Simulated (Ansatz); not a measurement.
# A computed series for TiAl: response to strain

The reference is TiAl (space group P4/mmm, No. 123; a = 2.7963 Å, c = 4.0381 Å; relaxed with 0.1 eV smearing). Axes: x, y, z lie along a, b, c of the conventional cell.

Strains are applied to the cell and any free atomic positions relax.

All numbers come from Kohn–Sham DFT with the PBEsol functional, run in Ansatz (a program for electronic structure) with PAW and 420 eV plane waves, scalar-relativistic without spin-orbit coupling.

Notes on the quantities. pressure: mean of the normal stresses, compression positive; energy relative to the base: free energy F.

| case | pressure | energy relative to the base | volume per atom |
|---|---|---|---|
| base | 0.0 GPa | 0 meV/atom | 15.79 Å³ |
| uniaxial strain ε_xx = −2.00 % | 2.5 GPa | +4.3 meV/atom | 15.47 Å³ |
| uniaxial strain ε_xx = −1.00 % | 1.2 GPa | +1.0 meV/atom | 15.63 Å³ |
| uniaxial strain ε_xx = −0.50 % | 0.6 GPa | +0.3 meV/atom | 15.71 Å³ |
| uniaxial strain ε_xx = +0.50 % | ? | +0.2 meV/atom | 15.87 Å³ |
| uniaxial strain ε_xx = +1.00 % | -1.2 GPa | +1.0 meV/atom | 15.95 Å³ |
| uniaxial strain ε_xx = +1.50 % | -1.7 GPa | +2.2 meV/atom | 16.02 Å³ |
| uniaxial strain ε_xx = +2.00 % | -2.3 GPa | ? | 16.10 Å³ |
| uniaxial strain ε_xx = +2.50 % | -2.8 GPa | +6.0 meV/atom | 16.18 Å³ |
| uniaxial strain ε_xx = +3.00 % | -3.3 GPa | +8.5 meV/atom | 16.26 Å³ |

What belongs in the blanks?


- uniaxial strain ε_xx = +0.50 %, pressure: -0.6 GPa
- uniaxial strain ε_xx = +2.00 %, energy relative to the base: +3.9 meV/atom

Whether these cells are dynamically stable was not tested. The final runs are not spin-polarised.
